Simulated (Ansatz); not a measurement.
Output of an Ansatz run (abridged):

```
WARN ansatz: RAYON_NUM_THREADS=1 ignored (pool sized by the plan → 1); use --threads N
Pseudopotentials: kind: paw
Pseudopotential: Sr, paw, valence charge 10
Pseudopotential: Si, paw, valence charge 4
Crystal: 4 atoms, lattice volume = 111.841 Å³
Basis set: ecut = 420.4159175005146 eV, 2195 PW (Γ), exchange–correlation on 90×90×60 points (8 copies of the dense FFT grid, shifted against one another)
Bands: 18, of which v1, the nominal top of the filled ones, is band 14 counted from 1 (13 counted from 0)
Symmetry: 2 space group operations
Space group: Cm (ITA 8), of the structure as read, at distance tolerance 4.8e-5 Å
k-points: 39 of 125 (time reversal used)
PAW frozen core: Sr, regenerated for the run's functional, and the local potential with it
PAW frozen core: Si, regenerated for the run's functional, and the local potential with it
Initial density: superposition of atomic densities (neutral atoms: chi_scale 0, normalization atom), corrected by the library's trained network
Initial wavefunctions: pseudopotential atomic-orbital guess
Eigensolver: davidson
Functional: x = pbesol(κ = 0.804, μ = 0.12345679012345678), c = pbesol(β = 0.046)
SCF iter   1: F=—  HF=-8229.488689 eV  |F-HF|=—  |Δ(HF+E_count)|=         —  Δρ=3.73e-3  dr2=4.73e-2  ethr=1.77e-3  ⟨swp⟩=8.4  Hψ=4753  notcnv=0
all-band conjugate gradients solve this SCF's bands
preconditioner: auto → Kerker (q_TF=auto, 2.166 Å⁻¹)
SCF iter   2: F=—  HF=-8229.481914 eV  |F-HF|=—  |Δ(HF+E_count)|=   6.78e-3  Δρ=2.21e-3  dr2=1.78e-2  ethr=1.69e-4  ⟨swp⟩=1.0  Hψ=1014  notcnv=0
SCF iter   3: F=—  HF=-8229.477862 eV  |F-HF|=—  |Δ(HF+E_count)|=   4.05e-3  Δρ=3.90e-4  dr2=1.31e-4  ethr=6.35e-5  ⟨swp⟩=2.0  Hψ=914  notcnv=0
SCF iter   4: F=—  HF=-8229.477888 eV  |F-HF|=—  |Δ(HF+E_count)|=   2.62e-5  Δρ=1.05e-4  dr2=2.62e-5  ethr=4.68e-7  ⟨swp⟩=2.5  Hψ=1204  notcnv=0
SCF iter   5: F=—  HF=-8229.477892 eV  |F-HF|=—  |Δ(HF+E_count)|=   4.43e-6  Δρ=3.00e-5  dr2=1.68e-6  ethr=9.35e-8  ⟨swp⟩=2.3  Hψ=979  notcnv=0
SCF iter   6: F=—  HF=-8229.477892 eV  |F-HF|=—  |Δ(HF+E_count)|=   2.49e-7  Δρ=6.45e-6  dr2=1.11e-7  ethr=5.98e-9  ⟨swp⟩=2.5  Hψ=1136  notcnv=0
SCF iter   7: F=-8229.477892 eV  HF=-8229.477892 eV  |F-HF|=3.60e-9  |Δ(HF+E_count)|=   4.15e-9  Δρ=1.75e-6  dr2=8.30e-9  ethr=3.57e-10  ⟨swp⟩=7.5  Hψ=3666  notcnv=0
SCF 1 converged in 7 iterations: F = -8229.477892 eV  dr2 = 8.30e-9
SCF converged after 7 iterations
Free energy (F): -8229.477892 eV
Harris-Foulkes:  -8229.477892 eV  (|F-HF|=3.60e-9)
Internal energy: -8229.430569 eV  (E = F + TS)
E sigma→0 (E₀):  -8229.454231 eV
Entropy (-TS):   -0.047324 eV (-11.831 meV/atom)
Fermi energy:    7.566033 eV
--- Per-component energies (eV) ---
  E_band       = -184.259232
  E_kinetic    = 568.812691
  E_local      = -1380.472404  (includes V_loc(G=0)·N_el)
  E_nonlocal   = 457.537950
  E_hartree    = 336.552968
  E_xc         = -451.884307
  E_vxc        = -415.699004  (∫ρ·V_xc dr)
  E_paw        = -6286.255648  (= ΣΔE_a)
  E_vpaw       = -87.545735  (= ΣTr[D̂ρ^β])
  E_aug_tail   = 0.000010  (compensation charges beyond the density's cutoff)
  E_ewald      = -1474.053645
  E_core_change = 0.331816  (= ΣΔE_core)
  E_smearing   = -0.047324  (= −TS)
  E_closure    = 0.000000  (closes the sum)
  Σ components = -8229.477892   (vs F -8229.477892, Δ=0.00e0)
--- Forces (eV/Å), atoms counted from 1 ---
  atom   1  Sr     0.00000000     0.00648250    -0.14947106
  atom   2  Sr     0.00000000    -0.00382408     0.04240148
  atom   3  Si     0.00000000     0.06184676     0.01542754
  atom   4  Si     0.00000000    -0.06450516     0.09164288
  max |Σ_I F_I| component: 8.44e-7 eV/Å
--- Stress (GPa, compression-positive) ---
       -2.563900       0.000000       0.000000
        0.000000      -1.353822      -0.144215
        0.000000      -0.144215      -1.877754
  P = ⅓ Tr σ = -1.9318 GPa (-19.318 kbar)
  The stress holds the Pulay correction. Without it, at fixed plane waves, as pw.x and ABINIT print it: P = -1.9422 GPa
--- Band table (eV; the first three rows and the last of 39) ---
  k-point 0: bands = ["-27.8667", "-27.8182", "-10.1640", "-9.9567", "-9.9024", "-9.8905", "-9.7711", "-9.7385", "-2.0941", "2.4531", "5.3670", "5.3984", "5.7574", "7.1321", "8.5787", "8.6153", "10.0097", "10.5408"]
  k-point 1: bands = ["-27.8587", "-27.8193", "-10.1221", "-9.9488", "-9.9425", "-9.8984", "-9.8255", "-9.7994", "-1.7346", "2.2497", "4.4345", "5.4955", "5.6957", "7.6842", "8.3322", "8.5273", "9.3389", "9.7870"]
  k-point 2: bands = ["-27.8412", "-27.8256", "-10.0348", "-10.0275", "-9.9585", "-9.9142", "-9.8968", "-9.8812", "-0.7106", "0.8309", "4.6716", "5.8279", "5.8410", "6.5324", "7.2488", "8.0669", "9.8323", "10.4209"]
  k-point 38: bands = ["-27.8455", "-27.8324", "-10.1013", "-9.9877", "-9.9852", "-9.8532", "-9.8442", "-9.7801", "-1.5560", "2.0886", "3.9734", "5.6576", "6.4832", "7.7037", "8.0397", "8.9577", "9.3185", "9.5599"]
```

The structure:

```
CELL_PARAMETERS angstrom
      2.42164    -5.67650     0.00000
      2.42164     5.67650     0.00000
      0.00000     0.00000     4.06799
ATOMIC_POSITIONS crystal
  Sr 0.36129 0.63871 0.26229
  Sr 0.63871 0.36129 0.75000
  Si 0.06371 0.93629 0.25000
  Si 0.93629 0.06371 0.75000
```

### Question
Reconstruct the input of this run.

### Answer
Other spellings and defaults could give the same log, and not every line can be read from it. The input that was run (DFT, PBEsol, plane waves, default PAW files made with PBE):

Ansatz 0.2 input:
```yaml
# SrSi
crystal:
  lattice:
    - [2.42163800, -5.67649900, 0.00000000]
    - [2.42163800, 5.67649900, 0.00000000]
    - [0.00000000, 0.00000000, 4.06798700]
  atoms:
    - { symbol: Sr, position: [0.36129000, 0.63871000, 0.26229100] }
    - { symbol: Sr, position: [0.63871000, 0.36129000, 0.75000000] }
    - { symbol: Si, position: [0.06371000, 0.93629000, 0.25000000] }
    - { symbol: Si, position: [0.93629000, 0.06371000, 0.75000000] }
basis:
  ecutwfc: 30.9 Ry
kpoints:
  mp_grid:
    grid: [5, 5, 5]
hamiltonian:
  xc: pbesol
  pseudopotentials:
    kind: paw
scf:
  occupations:
    method: fermi_dirac
    width: 0.0073 Ry
output:
  forces: true
  eigenvalues: true
  stress: true
```

The starting cell comes from a database of computed structures (which also holds hypothetical and non-ambient phases and stackings), without a prior relaxation at this level. Its lattice was rescaled by up to half a per cent. One atom was moved a little off its site on purpose. Ansatz's pressure includes its estimate of the finite-basis (Pulay) stress.

Ansatz is a quantum-chemistry and plane-wave program.
